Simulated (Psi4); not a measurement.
Psi4 1.11, BP86/def2-svp: hydrogen selenide ([SeH2]), 3 atoms. The geometry is a generated start, not checked to be a minimum at this level.

```json
{
 "task": "energy",
 "method": "bp86",
 "basis": "def2-svp",
 "memory": "3 GB",
 "maxiter": "100",
 "keys_of_the_molecule_block": "symmetry c1",
 "scf_type": "df (default)",
 "e_convergence": "1e-06 (default)",
 "d_convergence": "1e-06 (default)",
 "dft_radial_points": "75 (default)",
 "dft_spherical_points": "302 (default)",
 "basis_functions": "42",
 "grid_points": "64566"
}
```

```xyz
3

Se     0.0062     0.6689     0.0228
H     -1.0323    -0.3209    -0.0026
H      1.0261    -0.3479    -0.0202
```

With the defaults (damping_percentage = 0, diis = true, scf_initial_accelerator = adiis, diis_max_vecs = 10, level_shift = 0, level_shift_cutoff = 0.01, soscf = false, guess = auto, which took SAD, diis_start = 1) it converges in 8 SCF iterations. One run each on 2 threads, with these changes:
- diis_max_vecs = 3
- damping_percentage = 20
- damping_percentage = 60
- diis_start = 4
- scf_initial_accelerator = none
- level_shift = 0.1, level_shift_cutoff = 0.001
- damping_percentage = 60, diis = false, scf_initial_accelerator = none
- soscf = true
- guess = sadno

Q: Which runs fail or end elsewhere than the default run?

A: No convergence: damping_percentage = 60; damping_percentage = 60, diis = false, scf_initial_accelerator = none (the run ends without SCF convergence in 100 iterations). The rest reach the solution of the defaults.

```
setting                                                                SCF iterations  JK calls             end
---------------------------------------------------------------------  --------------  --------  --------------
soscf = true                                                                        6        16   same solution
the defaults                                                                        8         9   same solution
diis_max_vecs = 3                                                                   8         9   same solution
scf_initial_accelerator = none                                                      8         9   same solution
level_shift = 0.1, level_shift_cutoff = 0.001                                       8         9   same solution
guess = sadno                                                                       9         9   same solution
diis_start = 4                                                                     12        13   same solution
damping_percentage = 20                                                            23        24   same solution
damping_percentage = 60                                                           100       101  no convergence
damping_percentage = 60, diis = false, scf_initial_accelerator = none             100       101  no convergence
```

An SOSCF iteration holds several JK calls; a Hückel guess adds calls on atoms.
